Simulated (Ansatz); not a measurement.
NbAs (I4₁md, No. 109, 4 atoms in the cell; start mp-2059) was calculated with r²SCAN in Ansatz (plane waves, PAW).

Settings: plane-wave cutoff 560 eV, 22×22×22 k mesh, Fermi–Dirac smearing 0.05 eV, no spin polarisation, scalar-relativistic PAW data made under PBE.

Cell (relaxed at this level):

```cif
data_As4Nb4
_chemical_formula_sum 'Nb4 As4'
_space_group_name_H-M_alt 'I41md'
_space_group_IT_number 109
_space_group_name_Hall 'I 4bw -2'
_cell_length_a 3.45810
_cell_length_b 3.45810
_cell_length_c 11.76381
_cell_angle_alpha 90.000
_cell_angle_beta 90.000
_cell_angle_gamma 90.000
loop_
_atom_site_label
_atom_site_type_symbol
_atom_site_symmetry_multiplicity
_atom_site_Wyckoff_symbol
_atom_site_fract_x
_atom_site_fract_y
_atom_site_fract_z
_atom_site_occupancy
Nb1 Nb 4 a 0.00000 0.00000 0.24961 1
As1 As 4 a 0.00000 0.00000 0.66739 1
```
(The calculation used a cell of 4 atoms; values per cell refer to that cell.)

Q: Predict the bulk modulus.

A: 
* **bulk modulus**: 170 GPa

Note: the run has no spin polarisation, so it can have missed a magnetic state; the bulk modulus is −V dP/dV from two relaxed cells at ±2 % in volume; the relaxation could not lower the start's symmetry, so the cell can be a saddle point above a distorted one.

The computed numbers hold no vibrational or temperature effects.

Cost on a shared machine: about 12 core-minutes (a rough figure).

A start named mp-… is a Materials Project structure, which need not be a measured phase.

Ansatz is a quantum-chemistry and plane-wave program.
